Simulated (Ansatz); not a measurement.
**Response to strain in WSe2**

Consider WSe$_{2}$ (space group P6_3/mmc, No. 194; layered, stacked along the Cartesian z axis).

Space group P6₃/mmc (No. 194); a = 3.2305 Å, b = 3.2305 Å, c = 12.4111 Å, α = 90.00°, β = 90.00°, γ = 120.00°

```
atom  site  symmetry       x       y       z
----  ----  --------  ------  ------  ------
W       2c      -6m2  0.3333  0.6667  0.2500
Se      4f       3m.  0.6667  0.3333  0.1146
```

Strains are applied to the cell and any free atomic positions relax.

Method: PBEsol-D3(BJ) (Ansatz, a quantum-chemistry and plane-wave program; PAW; 420 eV plane waves; no SOC).

Notes on the quantities. pressure: mean of the normal stresses, compression positive.

```tsv
isotropic strain (%)	pressure (GPa)
0	0.0
0.6	-1.4
1.2	-2.6
1.8	?
2.4	-4.7
3	-5.7
```

**Question.** Fit P = P₀ − Bδ + Cδ² with δ = (1 + ε)³ − 1 to the rows shown and predict the withheld row.

**Answer.** Least squares on the printed values gives P₀ = 0.0 GPa, B = 76.6 GPa (at held cell shape), C = 169 GPa (largest residual 0.1 GPa); this predicts -3.7 GPa, and the run gives -3.7 GPa, in agreement.

Whether these cells are dynamically stable was not tested.
